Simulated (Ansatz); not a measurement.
Here is the system:

```
CELL_PARAMETERS angstrom
      4.98812     0.00000     0.00000
     -2.49406     4.31984     0.00000
      0.00000     0.00000     3.51237
ATOMIC_POSITIONS crystal
  La 0.00000 0.00000 0.00000
  Hg 0.66667 0.33333 0.50000
  Hg 0.33333 0.66667 0.50000
```

The numbers are results of PBEsol, DFPT electron-phonon coupling, linearised Boltzmann equation (plane waves, PAW, scalar-relativistic; Ansatz, a first-principles code), not measurements. How the cell was made: relaxed with this functional, without spin-orbit coupling.

Predict the intrinsic resistivity at 300 K.

52 (x), 52 (y), 34 (z) μΩ·cm.

How long is the mean free path there?

3.6 (x), 3.6 (y), 2.6 (z) nm, weighted by the current that each state carries. Wires not much wider than this gain resistivity from their walls.

A metal at this level (no band gap). Only scattering by harmonic phonons is included (no impurities, grain boundaries, electron-electron scattering or thermal expansion). Spin-orbit coupling is left out, which matters with elements this heavy. The squared frequency of the phonon mode least converged on the k mesh is uncertain by 30 %. Halving the electron mesh (20x20x24) moves the resistivity by up to 14 % at 300 K, the mean free path by up to 7 %. Smearing 0.20 eV; phonons on a 3x3x4 q mesh, which this run doesn't test.

Formula and space group known from diffraction (Crystallography Open Database), not checked to be the room-temperature form: LaHg2 (P6/mmm).
